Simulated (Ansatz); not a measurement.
An ideal cubic perovskite cell is held by its symmetry; such compounds can tilt or shift off centre at room temperature. The starting structures come from a database of crystals and need not be the phases stable at ambient conditions.

 Where the default PAW files enter, the runs use the earlier of Ansatz's two default sets.

The decay constant κ of evanescent states in the gap governs leakage through a thin film.

Input:

```xyz
5
Lattice="4.0569 0.0000 0.0000 0.0000 4.0569 0.0000 0.0000 0.0000 4.0569" Properties=species:S:1:pos:R:3 pbc="T T T"
Rb     0.0000     0.0000     0.0000
Mg     2.0285     2.0285     2.0285
F      0.0000     2.0285     2.0285
F      2.0285     0.0000     2.0285
F      2.0285     2.0285     0.0000
```

Space group of this cell: Pm-3m, cubic perovskite. The cell is taken as given.

Transport runs along the normal of the first two printed cell vectors, the (001) plane of the conventional cell.

The gap is the functional's own, uncorrected, and κ follows it; spin-orbit coupling is left out. Mid-gap values are interpolated between the computed energies.

**Question.** Give the band gap and the smallest decay constant κ at mid-gap that r2SCAN in Ansatz (a first-principles code) yields.

**Answer.** Gap 8.34 eV on a 8×8×8 mesh; κ = 0.546 1/Å, at the zone centre.
